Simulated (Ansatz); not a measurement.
Results of r²SCAN+rVV10 (PAW; Ansatz, a first-principles code) for AlB2-type TmB2.

Run with plane-wave cutoff 500 eV, 18×18×10 k mesh (along the axes of the cell as run), Fermi–Dirac smearing 0.05 eV, spin-polarised start, scalar-relativistic PAW data made under PBE.

Computed at the level's own relaxed cell.

What does this level give for the equilibrium volume per atom, equilibrium lattice constant a and c axis length?


* **equilibrium volume per atom**: 11.43 Å³/atom
* **equilibrium lattice constant a**: 3.243 Å
* **c axis length**: 3.763 Å

Note: the magnetic order was assumed, not searched for or taken from measurement; the 4f shell is treated without U or exact exchange, so its levels and filling can be wrong.

Spin–orbit coupling is not included.

Computed values are for the static lattice.
